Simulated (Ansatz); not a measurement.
Effect of uniaxial strain ε_yy = −2.79 % on Ta

Take Ta in the bcc (W type) structure (space group Im-3m, No. 229; a = 3.306 Å; relaxed with 0.1 eV smearing) as the base. Axes: x, y, z lie along the cube axes.

Now apply this change: the cell is compressed by 2.79 % along y with no lateral relaxation, atoms relaxed at fixed cell.

Computed with r2SCAN in Ansatz (plane waves to 500 eV, PAW, no spin-orbit coupling), earlier PAW set. k-mesh 28×28×28 (Γ-centred); smearing 0.1 eV (Fermi–Dirac).

```csv
quantity,base,changed,shift
volume per atom,18.07 Å³,17.57 Å³,-0.50 Å³
space group,Im-3m (No. 229),I4/mmm (No. 139),–
shortest interatomic distance,2.863 Å,2.837 Å,-0.026 Å
energy relative to the base (free energy F),0 meV/atom,+13 meV/atom,+13 meV/atom
"pressure (mean of the normal stresses, compression positive)",0.0 GPa,6.1 GPa,+6.1 GPa
band gap,zero,zero,–
"stress (xx, yy, zz, yz, xz, xy; compression positive)",–,"(5.0, 8.3, 5.0, 0.0, 0.0, 0.0) GPa",–
```

Final structure:

```xyz
1
Lattice="-1.6532 1.6070 1.6532 1.6532 -1.6070 1.6532 1.6532 1.6070 -1.6532" Properties=species:S:1:pos:R:3 pbc="T T T"
Ta     0.0000     0.0000     0.0000
```

No phonon test of stability was made. The final runs are not spin-polarised.

Ansatz is a first-principles code.
